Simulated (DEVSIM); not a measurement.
Structure: Schottky contact on p-type Si, at 350 K.

```csv
layer (left to right),material,thickness (μm),Na (cm⁻³),τn (s),τp (s)
1,Si,1.20,1.7e15,0.00024,0.00024
2,Si,1.10,1.7e18,0.00024,0.00024
```

Left contact: Schottky, work function 4.304 eV, emission velocity 5.5e6 cm/s. Right contact: ohmic. Voltage is applied to the left contact. Recombination: SRH at mid-gap, Auger. Mobility is μmin + (μ − μmin)/(1 + (N/Nref)^α).

This is a model device: material constants are rounded textbook-type values typed into the input, and sizes, dopings and lifetimes were drawn at random. Values at 300 K; Nc and Nv go as T^1.5, mobilities as T to minus their exponent, the gap by Varshni's rule with the affinity fixed.

```tsv
parameter	Si
gap (eV)	1.124
affinity (eV)	4.05
permittivity	11.7
Nc (cm⁻³)	2.86e19
Nv (cm⁻³)	3.1e19
μn (cm²/Vs)	1417
μp (cm²/Vs)	470
μn,min	52
μp,min	45
Nref,n	9.7e16
Nref,p	2.2e17
αn	0.68
αp	0.72
T exponent of μn	2.3
T exponent of μp	2.2
Cn (cm⁶/s)	2.8e-31
Cp (cm⁶/s)	9.9e-32
Varshni α (eV/K)	0.000473
Varshni β (K)	636
```

Model (solved in DEVSIM): 1D drift-diffusion, Boltzmann statistics, complete ionisation; no tunnelling, impact ionisation, image-force lowering or self-heating. Metal contacts follow the ideal Schottky-Mott rule: no Fermi-level pinning, no interface dipoles.

Base results: potential step across the device at zero bias (V) 0.762; dark forward voltage at 1 A/cm² (V) 0.365; dark forward voltage at 100 A/cm² (V) 0.563.

Q: What follows from this one change: doping Na of layer 1 1.7e+15 → 5.1e+13 cm^-3?

A: potential step across the device at zero bias little changed (0.762 V); dark forward voltage at 1 A/cm² 0.365 → 0.383 V; dark forward voltage at 100 A/cm² 0.563 → 0.574 V.

Q: What follows from this one change: thickness of layer 1 1.2 → 2 μm?

A: potential step across the device at zero bias little changed (0.762 V); dark forward voltage at 1 A/cm² little changed (0.366 V); dark forward voltage at 100 A/cm² 0.563 → 0.588 V.

Q: What follows from this one change: metal work function 4.304 → 4.404 eV?

A: potential step across the device at zero bias 0.762 → 0.662 V; dark forward voltage at 1 A/cm² 0.365 → 0.269 V; dark forward voltage at 100 A/cm² 0.563 → 0.513 V.
